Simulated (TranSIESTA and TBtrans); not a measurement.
Device: (CH2)3 held by thiolate S between the apex atoms of two Al(100) rods. Leads: fcc Al rod along [100], layers of 5 and 4 atoms, a = 4.04 Å. Geometry: as built, not relaxed. Transport runs along z; the first 18 and the last 18 of the 80 atoms are the lead cells, repeated to infinity.

```xyz
80
Lattice="14.213 0.000 0.000 0.000 14.213 0.000 0.000 0.000 39.822" Properties=species:S:1:pos:R:3 pbc="F F T"
Al     7.107     7.107     0.000
Al     9.963     7.107     0.000
Al     7.107     9.963     0.000
Al     4.250     7.107     0.000
Al     7.107     4.250     0.000
Al     8.535     8.535     2.020
Al     5.678     8.535     2.020
Al     8.535     5.678     2.020
Al     5.678     5.678     2.020
Al     7.107     7.107     4.040
Al     9.963     7.107     4.040
Al     7.107     9.963     4.040
Al     4.250     7.107     4.040
Al     7.107     4.250     4.040
Al     8.535     8.535     6.060
Al     5.678     8.535     6.060
Al     8.535     5.678     6.060
Al     5.678     5.678     6.060
Al     7.107     7.107     8.080
Al     9.963     7.107     8.080
Al     7.107     9.963     8.080
Al     4.250     7.107     8.080
Al     7.107     4.250     8.080
Al     8.535     8.535    10.100
Al     5.678     8.535    10.100
Al     8.535     5.678    10.100
Al     5.678     5.678    10.100
Al     7.107     7.107    12.120
Al     9.963     7.107    12.120
Al     7.107     9.963    12.120
Al     4.250     7.107    12.120
Al     7.107     4.250    12.120
Al     8.535     8.535    14.140
Al     5.678     8.535    14.140
Al     8.535     5.678    14.140
Al     5.678     5.678    14.140
Al     7.107     7.107    16.160
S      7.155     5.568    17.869
C      7.545     6.839    19.114
C      7.691     6.224    20.509
C      6.347     5.759    21.077
S      6.571     5.067    22.745
H      6.752     7.617    19.114
H      8.504     7.322    18.829
H      8.122     6.993    21.186
H      8.400     5.369    20.467
H      5.637     6.612    21.133
H      5.909     4.971    20.430
Al     7.107     7.107    23.662
Al     8.535     8.535    25.682
Al     5.678     8.535    25.682
Al     8.535     5.678    25.682
Al     5.678     5.678    25.682
Al     7.107     7.107    27.702
Al     9.963     7.107    27.702
Al     7.107     9.963    27.702
Al     4.250     7.107    27.702
Al     7.107     4.250    27.702
Al     8.535     8.535    29.722
Al     5.678     8.535    29.722
Al     8.535     5.678    29.722
Al     5.678     5.678    29.722
Al     7.107     7.107    31.742
Al     9.963     7.107    31.742
Al     7.107     9.963    31.742
Al     4.250     7.107    31.742
Al     7.107     4.250    31.742
Al     8.535     8.535    33.762
Al     5.678     8.535    33.762
Al     8.535     5.678    33.762
Al     5.678     5.678    33.762
Al     7.107     7.107    35.782
Al     9.963     7.107    35.782
Al     7.107     9.963    35.782
Al     4.250     7.107    35.782
Al     7.107     4.250    35.782
Al     8.535     8.535    37.802
Al     5.678     8.535    37.802
Al     8.535     5.678    37.802
Al     5.678     5.678    37.802
```

Run with TranSIESTA and TBtrans (open boundaries, self-consistent; PseudoDojo norm-conserving potentials, scalar-relativistic): PAO.BasisSize SZP, PAO.EnergyShift 0.15 eV, XC.Authors PBE, Mesh.Cutoff 150 Ry, ElectronicTemperature 300 K, TS.Voltage 0.0 eV, TBT.Elecs.Eta 0.001 eV, no spin polarisation.

Energies count from the leads' Fermi level. Transmissions are for one spin of a degenerate pair. The energy step is 0.02 eV; narrower resonances are cut or missed.

| E (eV) | T |
|---|---|
| -0.20 | 0.00603 |
| -0.16 | 0.00666 |
| -0.12 | 0.00728 |
| -0.08 | 0.00789 |
| -0.04 | 0.00853 |
| 0.00 | 0.00929 |
| 0.04 | 0.0119 |
| 0.08 | 0.0161 |
| 0.12 | 0.0176 |
| 0.16 | 0.0185 |
| 0.20 | 0.0193 |

Problem. Give the zero-bias conductance in μS and the resistance at 300 K.

Solution. At the Fermi level T = 0.00929. Averaged with −∂f/∂E over the full grid (kT = 25.9 meV) it is 0.0102. With G0 = 2e²/h = 77.48 μS, G = 0.790 μS and R = 1/G = 1270 kΩ.

Problem. Estimate the thermopower by Mott's formula S = −(π²/3)(kB²T/e) d ln T/dE from the rows at -0.04 and 0.04 eV.

Solution. d ln T/dE = 4.16 eV⁻¹ and (π²/3) kB²T/e = 7.33 μV/K · eV, so S = -31 μV/K; the full integral gives -33 μV/K. A negative sign means that T rises with energy over the thermal window.

Problem. The eigenchannels at the Fermi level transmit 0.00670, 0.00174, 0.000837. What Fano factor of the shot noise follows at low temperature and bias?

Solution. F = Σ τ(1 − τ)/Σ τ = 0.00923/0.00928 = 0.99.

Problem. Estimate the current at 0.3 V in linear response, and compare with the self-consistent run.

Solution. I = G V = 0.790 μS × 0.3 V = 0.237 μA; the self-consistent run gives 0.203 μA, 0.86 of it. Linear response leaves out the change of T over the bias window and the shift of levels under bias.

The leads' channel count changes near 0.03 eV, within the thermal window, so values at the Fermi level hang on where that band edge falls. The saturated backbone isn't all-trans: 1 of its torsions is gauche. Semilocal functionals put molecular levels too close to the Fermi level and tend to overestimate such conductances.
